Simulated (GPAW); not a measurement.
Worked example: self-consistent single point of BaNiF6 (R-3m, 8 atoms in the cell) in GPAW.

Method: LDA (Perdew-Wang 92)+U, GPAW PAW datasets LDA (gpaw-data 1.0.1) (plane waves; GPAW).

```xyz
8
Lattice="3.5840 2.0692 2.2784 -3.5840 2.0692 2.2784 0.0000 -4.1385 2.2784" Properties=species:S:1:pos:R:3 pbc="T T T"
Ba     0.0000     0.0000     3.4176
Ni     0.0000     0.0000     0.0000
F      0.0000     2.7363     3.5163
F      0.0000    -2.7363     3.3189
F     -2.3697    -1.3682     3.5163
F      2.3697     1.3682     3.3189
F      2.3697    -1.3682     3.5163
F     -2.3697     1.3682     3.3189
```

Reference input (self-consistent single point, DFT LDA (Perdew-Wang 92), plane waves, GPAW PAW datasets LDA (gpaw-data 1.0.1)): mode = pw; ecut = 950 eV; xc = LDA; kpts = 4 4 4; mesh shift (steps) = 0 0 0; occupations.name = fermi-dirac; occupations.width = 0.05 eV; nbands = -6; convergence.density = 1e-05 e/electron; convergence.bands = -4; symmetry.symmorphic = false; symmetry.tolerance = 0.0005. This run's input differs from it in these lines:

```diff
@@ -20,2 +20,3 @@
             xc='LDA',
+            setups={'Ni': ':d,5.0'},
             kpts={'size': (4, 4, 4), 'gamma': True},
```

Output (repeated stretches shortened):

```
     iter     time        total  log10-change:
                         energy   eigst   dens
iter:   1 --:--:--   -43.140526   +0.17
iter:   2 --:--:--   -42.672911   -0.81  -1.31
iter:   3 --:--:--   -42.158463   -0.88  -1.38
iter:   4 --:--:--   -42.431753   -0.99  -1.50
iter:   5 --:--:--   -42.832743   -1.14  -1.66
iter:   6 --:--:--   -42.763280   -2.22  -1.88
iter:   7 --:--:--   -42.589348   -1.12  -1.89
iter:   8 --:--:--   -42.584808   -2.75  -2.74
iter:   9 --:--:--   -42.607723c  -1.87  -2.73
iter:  10 --:--:--   -42.585337c  -2.59  -2.35
iter:  11 --:--:--   -42.584165c  -2.70  -2.85
iter:  12 --:--:--   -42.584117c  -3.66  -3.35
iter:  13 --:--:--   -42.583929c  -5.45  -3.27
   [... 2 lines left out ...]
iter:  16 --:--:--   -42.583791c  -5.77  -4.26
iter:  17 --:--:--   -42.583791c  -6.37  -4.41
iter:  18 --:--:--   -42.583791c  -6.95  -4.73
iter:  19 --:--:--   -42.583790c  -6.61  -4.64
iter:  20 --:--:--   -42.583790c  -7.60c -4.98
iter:  21 --:--:--   -42.583790c  -8.83c -5.05c
Converged after 21 iterations.

Dipole moment: (-0.000000, -0.000006, -0.000000) |e|*Ang

Energy contributions relative to reference atoms: (reference = -278602.122175)

Kinetic:        +50.911600
Potential:      -46.189263
External:        +0.000000
XC:             -46.909657
Entropy (-ST):   -0.000000
Local:           -0.396470
SIC:             +0.000000
--------------------------
Free energy:    -42.583790
Extrapolated:   -42.583790

Showing only first 2 kpts
 Kpt  Band  Eigenvalues  Occupancy
  0    32      0.84364    2.00000
  0    33      1.48411    2.00000
  0    34      3.65060    0.00000
  0    35      3.65420    0.00000

  1    32      1.04773    2.00000
  1    33      1.21395    2.00000
  1    34      3.73252    0.00000
  1    35      3.98749    0.00000

Fermi level: 2.56150

Gap: 2.166 eV
Transition (v -> c):
   [... lines left out ...]
  2 F    -0.00000   -0.23539   -0.15719
  3 F     0.00000    0.23539    0.15719
  4 F     0.20385    0.11769   -0.15719
  5 F    -0.20385   -0.11769    0.15719
  6 F    -0.20385    0.11769   -0.15719
  7 F     0.20385   -0.11769    0.15719

Stress tensor:
     0.006313     0.000000    -0.000000
     0.000000     0.006313     0.000000
    -0.000000     0.000000     0.005000
Stress (GPa, Voigt): [ 1.0114  1.0114  0.8012  0.     -0.      0.    ]
```

The run converged in 21 iterations. GPAW prints stress with tension positive. Against the reference run the largest force goes from 0.524 to 0.283 eV/Å and the gap on the mesh goes from 1.555 to 2.166 eV.

At such cutoffs GPAW's stress carries a finite-basis (Pulay) error, which enters relaxed cells too; its log prints stress with tension positive.

The starting cell comes from a database of computed structures (which also holds hypothetical and non-ambient phases and stackings), without a prior relaxation at this level. Its lattice was rescaled by a random factor within 2.5 % of one. Spin polarisation is off. The U value is a test value, and with U on an open shell several self-consistent states can exist.

Cost on one core of a shared machine: roughly 3 min.
